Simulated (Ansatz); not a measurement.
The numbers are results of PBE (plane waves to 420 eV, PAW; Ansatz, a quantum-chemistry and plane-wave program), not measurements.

Plane-averaged electrostatic potential energy along the normal, in eV from the Fermi level, for a constructed model of the (111) surface of fcc Ir, (√3x√3)R30° layer of C, one a cell, on the site that continues the host's stacking (bottom of the slab: a bare face, its two planes held):

(z (Å), V (eV)): (3.77, 5.51); (4.06, 5.51); (4.35, 5.51); (4.64, 5.50); (4.93, 5.50); (5.22, 5.48); (5.51, 5.44); (5.80, 5.35); (6.09, 5.17); (6.38, 4.74); (6.67, 3.81); (6.96, 1.72); (7.25, -3.50); (7.54, -12.87); (7.83, -21.11); (8.12, -23.86); (8.41, -19.67); (8.70, -10.91); (8.99, -3.07); (9.28, -1.70); (9.57, -7.16); (9.86, -16.47); (10.15, -23.21); (10.44, -23.79); (10.73, -17.89); (11.02, -8.70); (11.31, -2.44); (11.60, -3.13); (11.89, -10.51); (12.18, -19.43); (12.47, -24.21); (12.76, -22.24); (13.05, -14.63); (13.34, -5.60); (13.63, -1.61); (13.92, -4.34); (14.21, -12.88); (14.50, -21.16); (14.79, -24.36); (15.08, -20.73); (15.37, -12.27); (15.66, -4.07); (15.95, -2.07); (16.24, -7.15); (16.53, -16.31); (16.82, -23.08); (17.11, -23.70); (17.40, -17.80); (17.69, -8.54); (17.98, -1.91); (18.27, -1.61); (18.56, -7.69); (18.85, -17.05); (19.14, -23.45); (19.43, -23.43); (19.72, -17.21); (20.01, -8.96); (20.30, -3.64); (20.59, -0.74); (20.88, 2.40); (21.17, 4.56); (21.46, 5.39); (21.75, 5.72); (22.04, 5.85); (22.33, 5.91); (22.62, 5.93); (22.91, 5.94); (23.20, 5.94); (23.49, 5.94); (23.78, 5.94); (24.07, 5.94); (24.36, 5.94); (24.65, 5.94); (24.94, 5.94)

Set-up: 19 atoms, 12.8 Å thick at the start with caps and adatoms (thin: gaps and levels are the slab's own); mesh 9x9x1; 0.1 eV smearing; dipole correction on; 6 atoms held, the rest relaxed; symmetry of the start imposed; no spin, no spin-orbit, no U. It is one candidate, not shown to be the stable structure of the face.

Problem. The surface cell has an area of 19.47 Å². What dipole along the normal does the step between the two vacuum levels imply?

Solution. the top vacuum level lies 0.43 eV above the bottom one; p = −ε₀ A ΔV (ε₀ = 0.005526 e/(V·Å)) gives -0.05 e·Å a cell.
